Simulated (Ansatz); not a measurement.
Output of an Ansatz run (abridged):

```
WARN basis.ecutwfc = 420 eV, the default
WARN ansatz: RAYON_NUM_THREADS=1 ignored (pool sized by the plan → 1); use --threads N
Pseudopotentials: kind: paw
Pseudopotential: Zn, paw, valence charge 12
Pseudopotential: Y, paw, valence charge 11
Crystal: 2 atoms, lattice volume = 43.921 Å³
Basis set: ecut = 420 eV, 847 PW (Γ)
Bands: 16, of which v1, the nominal top of the filled ones, is band 12 counted from 1 (11 counted from 0)
Symmetry: 48 space group operations
Space group: Pm-3m (ITA 221), of the structure as read, at distance tolerance 3.5e-5 Å
k-points: 84 of 1728
PAW frozen core: Zn, regenerated for the run's functional, and the local potential with it
PAW frozen core: Y, regenerated for the run's functional, and the local potential with it
Initial density: superposition of atomic densities (neutral atoms: chi_scale 0, normalization atom), corrected by the library's trained network
Initial wavefunctions: pseudopotential atomic-orbital guess
Eigensolver: davidson
Functional: x = slater, c = lda
SCF iter   1: F=—  HF=-6992.569064 eV  |F-HF|=—  |Δ(HF+E_count)|=         —  Δρ=5.49e-3  dr2=4.71e-3  ethr=1.77e-3  ⟨swp⟩=5.2  Hψ=6407  notcnv=0
all-band conjugate gradients solve this SCF's bands
preconditioner: auto → none
SCF iter   2: F=—  HF=-6992.567524 eV  |F-HF|=—  |Δ(HF+E_count)|=   1.54e-3  Δρ=2.64e-3  dr2=1.34e-3  ethr=2.05e-5  ⟨swp⟩=2.0  Hψ=2445  notcnv=0
SCF iter   3: F=—  HF=-6992.567453 eV  |F-HF|=—  |Δ(HF+E_count)|=   7.18e-5  Δρ=1.65e-3  dr2=5.55e-4  ethr=5.85e-6  ⟨swp⟩=2.0  Hψ=2134  notcnv=0
SCF iter   4: F=—  HF=-6992.567282 eV  |F-HF|=—  |Δ(HF+E_count)|=   1.71e-4  Δρ=1.95e-4  dr2=1.21e-5  ethr=2.41e-6  ⟨swp⟩=2.0  Hψ=1767  notcnv=0
SCF iter   5: F=—  HF=-6992.567282 eV  |F-HF|=—  |Δ(HF+E_count)|=   1.01e-7  Δρ=7.17e-5  dr2=3.26e-6  ethr=5.26e-8  ⟨swp⟩=2.0  Hψ=2334  notcnv=0
SCF iter   6: F=—  HF=-6992.567281 eV  |F-HF|=—  |Δ(HF+E_count)|=   1.06e-6  Δρ=1.91e-5  dr2=1.78e-7  ethr=1.42e-8  ⟨swp⟩=2.0  Hψ=2328  notcnv=0
SCF iter   7: F=-6992.567281 eV  HF=-6992.567281 eV  |F-HF|=2.27e-8  |Δ(HF+E_count)|=   2.42e-8  Δρ=1.02e-5  dr2=3.26e-8  ethr=4.35e-10  ⟨swp⟩=4.0  Hψ=4065  notcnv=0
SCF 1 converged in 7 iterations: F = -6992.567281 eV  dr2 = 3.26e-8
SCF converged after 7 iterations
Free energy (F): -6992.567281 eV
Harris-Foulkes:  -6992.567281 eV  (|F-HF|=2.27e-8)
Internal energy: -6992.498182 eV  (E = F + TS)
E sigma→0 (E₀):  -6992.532731 eV
Entropy (-TS):   -0.069099 eV (-34.549 meV/atom)
Fermi energy:    10.539861 eV
--- Per-component energies (eV) ---
  E_band       = -60.333905
  E_kinetic    = 437.940792
  E_local      = -2230.433444  (includes V_loc(G=0)·N_el)
  E_nonlocal   = 665.111313
  E_hartree    = 883.412203
  E_xc         = -308.495390
  E_vxc        = -253.550099  (∫ρ·V_xc dr)
  E_paw        = -4475.576906  (= ΣΔE_a)
  E_vpaw       = -446.219146  (= ΣTr[D̂ρ^β])
  E_aug_tail   = -0.000380  (compensation charges beyond the density's cutoff)
  E_ewald      = -1966.343098
  E_core_change = 1.886727  (= ΣΔE_core)
  E_smearing   = -0.069099  (= −TS)
  E_closure    = 0.000000  (closes the sum)
  Σ components = -6992.567281   (vs F -6992.567281, Δ=0.00e0)
--- Forces (eV/Å), atoms counted from 1 ---
  atom   1  Zn     0.00000000     0.00000000     0.00000000
  atom   2  Y     -0.00000000     0.00000000     0.00000000
  max |Σ_I F_I| component: 1.72e-29 eV/Å
--- Stress (GPa, compression-positive) ---
       -3.020979      -0.000000       0.000000
        0.000000      -3.020979       0.000000
        0.000000       0.000000      -3.020979
  P = ⅓ Tr σ = -3.0210 GPa (-30.210 kbar)
  The stress holds the Pulay correction. Without it, at fixed plane waves, as pw.x and ABINIT print it: P = -3.0381 GPa
--- Band table (eV; the first three rows and the last of 84) ---
  k-point 0: bands = ["-31.9327", "-11.8254", "-11.8254", "-11.8254", "3.3432", "3.3432", "3.3823", "3.5489", "3.5489", "3.5489", "10.4750", "10.4750", "14.9322", "14.9322", "14.9322", "15.3400"]
  k-point 1: bands = ["-31.9308", "-11.8529", "-11.8232", "-11.8232", "3.3480", "3.3570", "3.4896", "3.5468", "3.5468", "3.5504", "10.4615", "10.5001", "14.2362", "14.2362", "14.9399", "14.9845"]
  k-point 2: bands = ["-31.9256", "-11.9271", "-11.8169", "-11.8169", "3.3611", "3.3934", "3.5412", "3.5412", "3.5546", "3.8051", "10.3000", "10.5712", "13.4697", "13.4697", "14.4559", "14.9612"]
  k-point 83: bands = ["-31.8497", "-12.1065", "-12.1065", "-12.1065", "3.4543", "3.4543", "3.4543", "3.7026", "3.7026", "8.5778", "8.5778", "8.5778", "10.0031", "15.9861", "15.9861", "15.9861"]
```

The structure:

```
CELL_PARAMETERS angstrom
      3.52823     0.00000     0.00000
      0.00000     3.52823     0.00000
      0.00000     0.00000     3.52823
ATOMIC_POSITIONS crystal
  Zn 0.50000 0.50000 0.50000
  Y  0.00000 0.00000 0.00000
```

Question: What input produced this log?

Answer: Other spellings and defaults could give the same log, and not every line can be read from it. The input that was run (DFT, LDA (PW92), plane waves, default PAW files made with PBE):

Ansatz 0.2 input:
```yaml
# YZn
crystal:
  lattice:
    - [3.528231, 0.000000, 0.000000]
    - [0.000000, 3.528231, 0.000000]
    - [0.000000, 0.000000, 3.528231]
  atoms:
    - { symbol: Zn, position: [0.500000, 0.500000, 0.500000] }
    - { symbol: Y, position: [0.000000, 0.000000, 0.000000] }
kpoints:
  mp_grid: { grid: [12, 12, 12] }
hamiltonian:
  xc: lda
  pseudopotentials: { kind: paw }
scf:
  occupations: { method: fermi_dirac, width: 0.1 }
output:
  forces: true
  eigenvalues: true
  stress: true
```

The starting cell comes from a database of published, mostly measured structures (it also holds non-ambient and calculated ones), without a prior relaxation at this level. Its lattice was rescaled by a random factor within 2.5 % of one. With a pressure of about -3 GPa the cell is away from its equilibrium volume at this level. Ansatz's pressure includes its estimate of the finite-basis (Pulay) stress.

Ansatz is a first-principles code.
